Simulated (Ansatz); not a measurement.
Where the default PAW files enter, the runs use the earlier of Ansatz's two default sets.

The decay constant κ of evanescent states in the gap governs leakage through a thin film.

Consider the following.

```
NaF
1.0
    3.23274     0.00000     0.00000
    0.00000     3.23274     0.00000
    1.61637    -1.61637     2.28590
Na F
1 1
Direct
  0.00000   0.00000   0.00000
  0.50000   0.50000   0.00000
```

Space group of this cell: Fm-3m, rock salt. The cell is taken as given; by r2SCAN its mean pressure is 0.9 GPa.

Transport runs along the normal of the first two printed cell vectors, the (001) plane of the conventional cell.

The gap is the functional's own, uncorrected, and κ follows it; spin-orbit coupling is left out. Mid-gap values are interpolated between the computed energies.

### Question
Compute, with r2SCAN (Ansatz, a first-principles code), the band gap and the smallest decay constant κ at mid-gap.

### Answer
Gap 7.37 eV on a 14×14×14 mesh; κ = 0.565 1/Å, at the zone centre.
